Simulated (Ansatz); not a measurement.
C on the 1x1 (100) surface of rock-salt MgO (cut with top plane Mg + O), one in a 2x2 cell, energies for each (36.2 Å²). Energies are against an atom of graphite, without zero-point or thermal terms; each row is named by its start.

Host crystal: rock-salt MgO, with a band gap (PBE, scalar-relativistic without spin-orbit coupling).

Level of theory: PBE (plane waves to 420 eV, PAW; Ansatz, a quantum-chemistry and plane-wave program).

Set-up: 33 atoms, 6.4 Å thick at the start under the adsorbate (thin: gaps and levels are the slab's own); mesh 3x3x1; 0.01 eV smearing; dipole correction on; 16 atoms held, the rest relaxed; each run with such symmetry as its start has; spin-polarised, no spin-orbit, no U, no dispersion correction.

A negative adsorption energy means that the adsorbate is more stable on the surface than in its reference. Starts that drift may end in the same place. Heights count from the host atoms within 0.3 Å of the top one. Moments of ungapped slabs depend on the mesh.

```json
[
 {"starting site": "top O (the adsorbate paired with a surface O atom)", "E_ads (eV)": "5.19", "height (Å)": "1.25", "nearest host atom (Å)": "O 1.41", "bonded to": "4 Mg + O", "change of the vacuum step (eV)": "1.75", "lateral drift (Å)": "0.0", "moment (μB)": "2.0"},
 {"starting site": "top Mg", "E_ads (eV)": "7.54", "height (Å)": "2.34", "nearest host atom (Å)": "Mg 2.33", "bonded to": "Mg", "change of the vacuum step (eV)": "0.85", "lateral drift (Å)": "0.0", "moment (μB)": "2.0"},
 {"starting site": "hollow Mg-Mg-O-O", "E_ads (eV)": "7.07", "height (Å)": "1.75", "nearest host atom (Å)": "Mg 2.32", "bonded to": "2 Mg", "change of the vacuum step (eV)": "1.28", "lateral drift (Å)": "0.0", "moment (μB)": "2.0"},
 {"starting site": "bridge Mg-O (span 2.1 Å) (the adsorbate paired with a surface O atom)", "E_ads (eV)": "5.19", "height (Å)": "1.25", "nearest host atom (Å)": "O 1.42", "bonded to": "3 Mg + O", "change of the vacuum step (eV)": "1.74", "lateral drift (Å)": "0.9", "moment (μB)": "2.0"}
]
```
